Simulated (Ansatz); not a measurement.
Functionals compared on the (101) surface of MnP-type NiSi in its 1x1 cell (cut with top plane 2 Ni + Si, bottom plane 2 Ni + Si), outermost plane spacing 0.06 Å in the ideal cut, in Ansatz (plane waves, PAW). The structure was relaxed with PBE; the other rows are single points on it, each with its references at the same level. Cutoff 420 eV (500 eV for r2SCAN).

Slab: 24 atoms, Ni12Si12, 10.0 Å thick at the start (thin: gaps and levels are the slab's own); k 11x5x1, smearing 0.1 eV, dipole-corrected; all atoms relaxed; start symmetry kept, larger cells not searched; no spin (magnetic order not tried), no spin-orbit, no U. These notes are the PBE run's.

```json
[
 {"functional": "PBE", "surface energy (J/m²)": "1.82", "work function of the top face (eV)": "4.71", "rough cost of the single point": "–"},
 {"functional": "LDA", "surface energy (J/m²)": "2.26", "work function of the top face (eV)": "5.01", "rough cost of the single point": "roughly 5 core-minutes"},
 {"functional": "PBEsol", "surface energy (J/m²)": "2.15", "work function of the top face (eV)": "4.81", "rough cost of the single point": "about 5 core-minutes (a rough figure)"},
 {"functional": "RPBE", "surface energy (J/m²)": "?", "work function of the top face (eV)": "?", "rough cost of the single point": "roughly 2.4 core-minutes"},
 {"functional": "r2SCAN", "surface energy (J/m²)": "2.01", "work function of the top face (eV)": "4.76", "rough cost of the single point": "about 4 core-minutes (a rough figure)"}
]
```

Task: Some entries are withheld; supply them.

Result: 
- RPBE, surface energy (J/m²): 1.63
- RPBE, work function of the top face (eV): 4.57

Ansatz is an electronic-structure program.
